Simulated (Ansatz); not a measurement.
A computed series for WC: response to strain

Start from WC (space group P-6m2, No. 187; a = 2.899 Å, c = 2.827 Å; relaxed with 0.1 eV smearing). Axes: x lies along a and z along c of the hexagonal cell.

Strains are applied to the cell and any free atomic positions relax.

Level of theory: PBEsol in Ansatz (plane waves to 420 eV, PAW, no spin-orbit coupling).

Notes on the quantities. energy relative to the base: free energy F.

```csv
uniaxial strain ε_xx (%),energy relative to the base (meV/atom)
0,0.0
0.5,0.6
1,2.3
1.5,5.1
2,?
2.5,13.9
3,19.8
```

Question: Fit ΔE = Aε² + Bε³ (ε in %) to the rows shown and predict the withheld row.

Answer: Least squares on the printed values gives A = 2.34 and B = -0.047 meV/atom (largest residual 0.0 meV/atom); this predicts 9.0 meV/atom, and the run gives 9.0 meV/atom, in agreement.

Whether these cells are dynamically stable was not tested. The final runs are not spin-polarised.

Ansatz is an electronic-structure program.
